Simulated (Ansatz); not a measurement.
**Nb: response to strain**

The parent structure is Nb in the bcc (W type) structure (space group Im-3m, No. 229; relaxed with 0.1 eV smearing).

```xyz
1
Lattice="-1.6365 1.6365 1.6365 1.6365 -1.6365 1.6365 1.6365 1.6365 -1.6365" Properties=species:S:1:pos:R:3 pbc="T T T"
Nb     0.0000     0.0000     0.0000
```

Cartesian axes are those of the cell as printed.

Strains are applied to the cell and any free atomic positions relax.

Level of theory: PBEsol (Ansatz, an electronic-structure program, PAW, no SOC).

Candidates:
(a) uniaxial strain ε_zz = −3.00 %
(b) uniaxial strain ε_zz = +3.00 %
(c) uniaxial strain ε_zz = +2.00 %
(d) uniaxial strain ε_zz = −0.50 %
(e) uniaxial strain ε_zz = +1.00 %

Notes on the quantities. energy relative to the base: free energy F.

Order them by energy relative to the base, lowest first.

(d) uniaxial strain ε_zz = −0.50 % (+0.4 meV/atom), (e) uniaxial strain ε_zz = +1.00 % (+1.4 meV/atom), (c) uniaxial strain ε_zz = +2.00 % (+5.6 meV/atom), (b) uniaxial strain ε_zz = +3.00 % (+12 meV/atom), (a) uniaxial strain ε_zz = −3.00 % (+13 meV/atom)

Stability against distortions was not tested. All final runs are without spin polarisation.
